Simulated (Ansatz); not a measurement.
Ansatz (a first-principles code) run on Sc3Pd (Pm-3m, 4 atoms in the cell): self-consistent single point.

Method of the run: LDA (PW92), default PAW files made with PBE (plane waves; Ansatz).

```xyz
4
Lattice="4.3482 0.0000 0.0000 0.0000 4.3482 0.0000 0.0000 0.0000 4.3482" Properties=species:S:1:pos:R:3 pbc="T T T"
Sc     0.0000     2.1741     2.1741
Sc     2.1741     2.1741     0.0000
Sc     2.1741     0.0000     2.1741
Pd     0.0000     0.0000     0.0000
```

Reference input (self-consistent single point, DFT, LDA (PW92), plane waves, default PAW files made with PBE): kpoints.mp_grid.grid = 10 10 10; hamiltonian.xc = lda; hamiltonian.pseudopotentials = {kind: paw} (the program's default PAW files); scf.occupations.method = fermi_dirac; scf.occupations.width = 0.05 eV. This run's input differs from it in these lines:

Ansatz 0.2 input:
```diff
@@ -11,3 +11,3 @@
 kpoints:
-  mp_grid: { grid: [10, 10, 10] }
+  mp_grid: { grid: [7, 7, 7] }
 hamiltonian:
@@ -16,3 +16,3 @@
 scf:
-  occupations: { method: fermi_dirac, width: 0.05 }
+  occupations: { method: fermi_dirac, width: 0.1 }
 output:
```

The program printed (abridged):

```
SCF iter   1: F=—  HF=-13112.948104 eV  |F-HF|=—  |Δ(HF+E_count)|=         —  Δρ=8.83e-3  dr2=7.08e-2  ethr=1.77e-3  ⟨swp⟩=4.0  Hψ=2123  notcnv=0
all-band conjugate gradients solve this SCF's bands
preconditioner: auto → Kerker (q_TF=auto, 2.520 Å⁻¹)
SCF iter   2: F=—  HF=-13112.938730 eV  |F-HF|=—  |Δ(HF+E_count)|=   9.37e-3  Δρ=3.05e-3  dr2=5.60e-3  ethr=1.39e-4  ⟨swp⟩=2.0  Hψ=863  notcnv=0
SCF iter   3: F=—  HF=-13112.938164 eV  |F-HF|=—  |Δ(HF+E_count)|=   5.66e-4  Δρ=1.01e-3  dr2=5.29e-4  ethr=1.10e-5  ⟨swp⟩=2.0  Hψ=787  notcnv=0
SCF iter   4: F=—  HF=-13112.938175 eV  |F-HF|=—  |Δ(HF+E_count)|=   1.15e-5  Δρ=1.81e-4  dr2=3.21e-5  ethr=1.04e-6  ⟨swp⟩=2.4  Hψ=1085  notcnv=0
SCF iter   5: F=—  HF=-13112.938171 eV  |F-HF|=—  |Δ(HF+E_count)|=   4.45e-6  Δρ=4.34e-5  dr2=1.79e-6  ethr=6.30e-8  ⟨swp⟩=1.9  Hψ=642  notcnv=0
SCF iter   6: F=-13112.938170 eV  HF=-13112.938170 eV  |F-HF|=2.43e-8  |Δ(HF+E_count)|=   2.81e-7  Δρ=7.90e-6  dr2=5.30e-8  ethr=1.96e-10  ⟨swp⟩=2.9  Hψ=2167  notcnv=0
SCF 1 converged in 6 iterations: F = -13112.938170 eV  dr2 = 5.30e-8
Free energy (F): -13112.938170 eV
Internal energy: -13112.713029 eV  (E = F + TS)
E sigma→0 (E₀):  -13112.825600 eV
Entropy (-TS):   -0.225142 eV (-56.285 meV/atom)
Fermi energy:    11.954813 eV
--- Forces (eV/Å), atoms counted from 1 ---
  atom   1  Sc     0.00000000    -0.00000000     0.00000000
   [... zero for the other atoms too ...]
--- Stress (GPa, compression-positive) ---
       -5.913822       0.000000       0.000000
        0.000000      -5.913822       0.000000
       -0.000000       0.000000      -5.913822
  P = ⅓ Tr σ = -5.9138 GPa (-59.138 kbar)
  The stress holds the Pulay correction. Without it, at fixed plane waves, as pw.x and ABINIT print it: P = -5.9254 GPa
```

The run converged in 6 iterations. Against the reference run the free energy goes down by 25.8 meV/atom and the pressure goes from -6.04 to -5.91 GPa.

The starting cell was generated: these elements placed on a structure prototype, without a prior relaxation; it need not be a known phase or ordering of this composition. Its lattice was rescaled by a random factor within 2.5 % of one. Spin polarisation is off. With a pressure of about -6 GPa the cell is away from its equilibrium volume at this level. Ansatz's pressure includes its estimate of the finite-basis (Pulay) stress.
